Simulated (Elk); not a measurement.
A self-consistent single point of KP2Rh2 (I4/mmm, 5 atoms in the cell) with Elk.

Level of theory: Elk with LDA (PW92), all-electron FP-LAPW, Elk's shipped species files, APW+lo basis with extra local orbitals.

The change in words: lattice scaled by 0.98. Reference geometry:
```xyz
5
Lattice="-1.9499 1.9499 6.5771 1.9499 -1.9499 6.5771 1.9499 1.9499 -6.5771" Properties=species:S:1:pos:R:3 pbc="T T T"
K      0.0000     0.0000     0.0000
P      0.0000     0.0000     8.5987
P      0.0000     0.0000     4.5554
Rh     1.9499     0.0000     3.2885
Rh     0.0000     1.9499     3.2885
```

Reference input (self-consistent single point, DFT, LDA (PW92), all-electron FP-LAPW, Elk's shipped species files, APW+lo basis with extra local orbitals): xctype = 3; rgkmax = 7.5; stype = 0; swidth = 0.00499791 Ha; ngridk = 8 8 8; gmaxvr = 16 1/bohr; nxlo = 2; lorbcnd = true; rmtscf = 0.86; lmaxi = 2. This run's input differs from it in these lines:

```diff
@@ -31,5 +31,5 @@
 avec
-   -3.6847958677    3.6847958677   12.4288798998
-    3.6847958677   -3.6847958677   12.4288798998
-    3.6847958677    3.6847958677  -12.4288798998
+   -3.6111003283    3.6111003283   12.1803015459
+    3.6111003283   -3.6111003283   12.1803015459
+    3.6111003283    3.6111003283  -12.1803015459
```

Output, abridged:

```
│ Self-consistent loop started │
│ Loop number : 1 │
 total energy                :     -10831.5740089
│ Loop number : 2 │
 total energy                :     -10832.7864858
RMS change in Kohn-Sham potential (target) :   0.1781698502     (  0.1000000000E-05)
Absolute change in total energy (target)   :    1.212476814     (  0.1000000000E-03)
│ Loop number : 3 │
 total energy                :     -10834.8764548
RMS change in Kohn-Sham potential (target) :   0.1587355889     (  0.1000000000E-05)
Absolute change in total energy (target)   :    2.393088236     (  0.1000000000E-03)
│ Loop number : 4 │
   [... lines left out ...]
Absolute change in total energy (target)   :   0.4248722416E-03 (  0.1000000000E-03)
│ Loop number : 20 │
 total energy                :     -10844.1832329
RMS change in Kohn-Sham potential (target) :   0.3016207027E-06 (  0.1000000000E-05)
Absolute change in total energy (target)   :   0.1045624922E-03 (  0.1000000000E-03)
│ Loop number : 21 │
 total energy                :     -10844.1831753
RMS change in Kohn-Sham potential (target) :   0.2759736405E-07 (  0.1000000000E-05)
Absolute change in total energy (target)   :   0.3152234422E-04 (  0.1000000000E-03)
Convergence targets achieved

│ Loop number : 22 │

Energies :
 Fermi                       :     0.304359734029
 total energy                :     -10844.1831769

Density of states at Fermi energy :    42.42434517
 (states/Hartree/unit cell)

Estimated indirect band gap :   0.1959033795E-02
 from k-point     24 to k-point     15
Estimated direct band gap   :   0.6787717192E-02
 at k-point     14

Charges :
 core                        :    86.00000000
 valence                     :    53.00000000
 interstitial                :    10.57138561
 muffin-tins (core leakage)
  species :    1 (K)
   atom    1                 :    17.05997028     (  0.2403988981E-05)
  species :    2 (P)
   atom    1                 :    12.49958917     (  0.1936150989E-02)
   atom    2                 :    12.49958917     (  0.1936150989E-02)
  species :    3 (Rh)
   atom    1                 :    43.18473288     (  0.3486977924E-06)
   atom    2                 :    43.18473288     (  0.3486977924E-06)
 total in muffin-tins        :    128.4286144
 total calculated charge     :    139.0014890
 total charge                :    139.0000000
 error                       :   0.1489002639E-02

│ Self-consistent loop stopped │
```

The run converged in 22 iterations. The count includes the last loop, which Elk runs after its targets are met. Against the reference run the total energy goes up by 10.6 meV/atom.

The starting cell comes from a database of computed structures (which also holds hypothetical and non-ambient phases and stackings), without a prior relaxation at this level. For this run, on top of that: lattice scaled by 0.98. Spin polarisation is off. Values depend on the basis (sphere radii, cutoffs, local orbitals), which need not be converged. The log's line on a gap gives a spacing of levels on this mesh, which the program prints for metals too.

Cost on one core of a shared machine: roughly 8 min.
